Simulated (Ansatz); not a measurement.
For MoPt2 (Immm, No. 71), LDA in Ansatz (plane waves, PAW) gives:

equilibrium volume per atom: 14.61 Å³/atom
bulk modulus: 322 GPa
cohesive energy: 7.86 eV/atom

Problem. What does r²SCAN-D4 in Ansatz (plane waves, PAW) give for the same quantities?

Solution. 
- equilibrium volume per atom: 15.00 Å³/atom (grows by 2.7 %)
- bulk modulus: 301 GPa (shrinks by 6.5 %)
- cohesive energy: 6.29 eV/atom (shrinks by 1.57 eV/atom)

Changes are worked out from the printed values.

Unless a cell is named, each level is at its own relaxed cell (LDA 14.61, r²SCAN-D4 15.00 Å³/atom).

Levels without +SOC leave out spin–orbit coupling, which shifts energies and cells of such heavy elements.

Caveats: the relaxation could not lower the start's symmetry, so the cell can be a saddle point above a distorted one (LDA, r²SCAN-D4). Ansatz's density-functional and Hartree–Fock values are scalar-relativistic unless marked +SOC, with PAW data made under PBE.

Ansatz is a first-principles code.
